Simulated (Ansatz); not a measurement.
Consider the following.

```xyz
12
Lattice="3.1608 0.0000 0.0000 -1.5804 2.7373 0.0000 0.0000 0.0000 15.5087" Properties=species:S:1:pos:R:3 pbc="T T T"
Si     0.0000     0.0000    15.5066
Si     0.0000     0.0000     7.7523
Si     1.5804     0.9124    12.9199
Si     0.0000     1.8249     5.1656
Si     1.5804     0.9124     2.5838
Si     0.0000     1.8249    10.3382
C      0.0000     0.0000    13.5615
C      0.0000     0.0000     5.8071
C      1.5804     0.9124    10.9816
C      0.0000     1.8249     3.2272
C      1.5804     0.9124     0.6456
C      0.0000     1.8249     8.3999
```

No spin polarisation.

Computed with PBEsol/PAW in Ansatz (an electronic-structure program), spin-orbit coupling left out. k-mesh 10×10×2 (Γ-centred); smearing 0.05 eV (Fermi–Dirac).

Question: Predict the pressure and space group.

Answer: The pressure (mean of the normal stresses, compression positive) is -14.98 GPa and the space group is P6_3mc (No. 186).

The cells carry an imposed strain or load. Stability against distortions was not tested. The cell was made from SiC (space group P6_3mc, No. 186) by this change: isotropic strain +2.66 %.
